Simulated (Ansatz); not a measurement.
## How the band gap of GeSiC2 (model structure, started from the AlGaN2 type, P-4m2, No. 115, 4 atoms in the cell) moves with the method

No measured value is used here.

```json
[
 {"level (code)": "LDA (Ansatz)", "value (eV)": "___", "cell (Å³/atom)": "10.86"},
 {"level (code)": "PBE (Ansatz)", "value (eV)": "1.50 (indirect)", "cell (Å³/atom)": "11.33"},
 {"level (code)": "PBEsol+SOC (Ansatz)", "value (eV)": "1.36 (indirect)", "cell (Å³/atom)": "11.09"},
 {"level (code)": "r²SCAN (Ansatz)", "value (eV)": "___", "cell (Å³/atom)": "11.10"},
 {"level (code)": "HSE06 (Ansatz)", "value (eV)": "2.30 (indirect)", "cell (Å³/atom)": "11.09"},
 {"level (code)": "HSE06+SOC (Ansatz)", "value (eV)": "2.28 (indirect)", "cell (Å³/atom)": "11.09"},
 {"level (code)": "G0W0@HSE06+SOC (Ansatz)", "value (eV)": "2.74", "cell (Å³/atom)": "11.09"}
]
```

### Question
Some entries are withheld; supply them.

### Answer

- LDA (Ansatz, an electronic-structure program), value (eV): 1.44 (indirect)
- r²SCAN (Ansatz), value (eV): 1.80 (indirect)

Computed values are for a static lattice. Levels without +SOC have no spin–orbit coupling; where heavier elements are present it shifts gaps, mostly down, and can invert bands.  G0W0@HSE06+SOC: filled d or f shells below the valence bands can shift G0W0 gaps through exchange with them, which wasn't tested here. G0W0@HSE06+SOC: GW on a hybrid start was not checked against another program. G0W0@HSE06+SOC: spin–orbit coupling enters as the shift of the gap found with a semilocal functional. Values are at the PBEsol cell; LDA at the level's own equilibrium cell; PBE at the level's own relaxed cell; r²SCAN at the level's own equilibrium cell. Cutoffs and k meshes differ between the levels. Ansatz's density-functional and Hartree–Fock values are scalar-relativistic unless marked +SOC, with PAW data made under PBE.

A model structure was made by putting elements into a prototype or built by hand; it is no filed structure, need not be a known phase, and can be a saddle point held by its symmetry.
